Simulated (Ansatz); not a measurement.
**Fluorite PtAl2**

Method: PBEsol (plane waves, PAW; Ansatz, a quantum-chemistry and plane-wave program).

Numerical settings: plane-wave cutoff 520 eV, 20×20×20 k mesh, Fermi–Dirac smearing 0.092 eV (set by the program), scalar-relativistic PAW data made under PBE.

Cell (relaxed at this level):

```xyz
3
Lattice="0.0000 2.9482 2.9482 2.9482 0.0000 2.9482 2.9482 2.9482 0.0000" Properties=species:S:1:pos:R:3 pbc="T T T"
Al     1.4741     1.4741     1.4741
Al     4.4223     4.4223     4.4223
Pt     0.0000     0.0000     0.0000
```

```json
{
 "elastic constant C11": "185 GPa",
 "elastic constant C12": "116 GPa",
 "elastic constant C44": "46.8 GPa",
 "Voigt–Reuss–Hill bulk modulus": "139 GPa",
 "Voigt–Reuss–Hill shear modulus (Hill average)": "41.6 GPa",
 "young_modulus": "114 GPa",
 "poisson_ratio": "0.364"
}
```

Elastic constants are with the ions relaxed.

Spin–orbit coupling is not included.

Static lattice: no zero-point or thermal effects.

It cost about 16 core-minutes (a rough figure) of CPU time.
